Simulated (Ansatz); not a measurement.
Cells marked so need not be the phases stable at ambient conditions, and some may be hypothetical.

 Where the default PAW files enter, the runs use the earlier of Ansatz's two default sets.

The gap is the functional's own, uncorrected, and κ follows it; spin-orbit coupling is left out. Mid-gap values are interpolated between the computed energies.

A. LiYSe₂ (R-3m, not sure to be the ambient phase, 4 atoms a cell, 23.0 Å³ an atom), along the normal of (001)
B. BaAlGeH (P3m1, not sure to be the ambient phase, 4 atoms a cell, 21.8 Å³ an atom), along the normal of (111)
C. KAg$_{2}$AsO$_{4}$ (I-42m, not sure to be the ambient phase, 8 atoms a cell, 16.3 Å³ an atom, -5 GPa at this level), along the normal of (001)

Q: Rank these by mid-gap decay constant of the slowest evanescent state (highest first), as r2SCAN in Ansatz (a program for electronic structure) gives it.

A: A (0.20 1/Å), C (0.15 1/Å), B (0.10 1/Å)
